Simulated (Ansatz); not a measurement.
Base system: SnSe in the GeS type structure (space group Pnma, No. 62; a = 11.4923 Å, b = 4.1690 Å, c = 4.3846 Å; layered, stacked along the Cartesian x axis).

Method: PBE-D3(BJ), PAW, 420 eV (Ansatz, a first-principles code; without spin-orbit coupling), earlier PAW set.

For the base:

| Item | Value |
|---|---|
| Volume per atom | 26.26 Å³ |

One thing is altered: full substitution Sn → Ge; the structure is relaxed again.

### Question
Predict the new volume per atom.

### Answer
The volume per atom drops by 2.72 Å³ (26.26 Å³ → 23.54 Å³).

Whether these cells are dynamically stable was not tested. The program warned that a D3 coordination switch lies within reach, so dispersion energies are less smooth here.
